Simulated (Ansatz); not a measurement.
We consider AlB2-type ZrB₂, described by PBEsol (PAW; Ansatz, a first-principles code).

Settings: plane-wave cutoff 520 eV, 24×24×16 k mesh (along the axes of the cell as run), Fermi–Dirac smearing 0.05 eV, scalar-relativistic PAW data made under PBE.

Response to compression and expansion:

Shape and atoms are relaxed at each volume.

| V (Å³/atom) | P (GPa) | c (Å) | a (Å) |
|---|---|---|---|
| 9.672 | 11.05 | 3.454 | 3.115 |
| 9.873 | 5.25 | 3.480 | 3.135 |
| 10.075 | 0.00 | 3.506 | 3.155 |
| 10.276 | -4.76 | 3.532 | 3.175 |
| 10.477 | -9.07 | 3.558 | 3.194 |

Note: the bulk modulus comes from volumes at which shape and atoms were relaxed.
